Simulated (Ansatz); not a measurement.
**LaAg (within 0.1 Å of Pm-3m, No. 221; cell taken from a computed entry)**

Calculation: r²SCAN (plane waves, PAW; Ansatz, a program for electronic structure).

Numerical settings: plane-wave cutoff 500 eV, 14×14×14 k mesh, Fermi–Dirac smearing 0.1 eV, no spin polarisation, scalar-relativistic PAW data made under PBE.

Cell: relaxed at this level.

- equilibrium volume per atom: 27.78 Å³/atom
- band gap: zero (no gap)

Spin–orbit coupling is not included.

Computed values are for the static lattice.

The result took about 2.1 core-minutes (a rough figure).
